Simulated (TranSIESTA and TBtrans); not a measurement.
# Pb chain with one bond stretched by 1.0 Å

Junction: Pb chain with one bond stretched by 1.0 Å. Leads: straight Pb chain, spacing 2.85 Å. Geometry: as built, not relaxed.

Method: TranSIESTA and TBtrans, PBE, DZP numerical orbitals (energy shift 0.15 eV), PseudoDojo norm-conserving scalar-relativistic potentials, mesh cutoff 200 Ry, 300 K, no spin polarisation, no spin-orbit coupling; self-consistent non-equilibrium Green functions.

* **Conductance at 300 K (G0 = 2e²/h)**: 1.68
* **Mean T from −0.5 to 0.5 eV**: 1.48

Energies count from the leads' Fermi level. Transmissions are for one spin of a degenerate pair. The energy step is 0.01 eV; narrower resonances are cut or missed.

```
E (eV)     T  lead channels
------  ----  -------------
-2.00   0.41              1
-1.90   0.45              1
-1.80   0.47              1
-1.70   0.50              1
-1.60   0.52              1
-1.50   0.54              1
-1.40   0.56              1
-1.30   0.58              1
-1.20   0.59              1
-1.10   0.61              1
-1.00   0.62              1
-0.90   0.63              1
-0.80   0.64              1
-0.70   0.70              3
-0.60   0.82              3
-0.50   0.97              3
-0.40   1.16              3
-0.30   1.37              3
-0.20   1.54              3
-0.10   1.65              3
0.00    1.69              3
0.10    1.66              3
0.20    1.60              3
0.30    1.52              3
0.40    1.45              3
0.50    1.39              3
0.60    1.33              3
0.70    1.29              3
0.80    1.26              3
0.90    1.24              3
1.00    1.23              3
1.10    1.23              3
1.20    1.23              3
1.30    1.24              3
1.40    1.25              3
1.50    1.26              3
1.60    1.28              3
1.70    1.30              3
1.80    1.31              3
1.90    1.32              3
2.00    1.33              3
```

The straight chain is held at its spacing; free chains may zigzag or dimerise. No spin-polarised start was tried, so a magnetic state, if there is one, is missed. Spin-orbit coupling, left out here, matters for the heavy atoms.
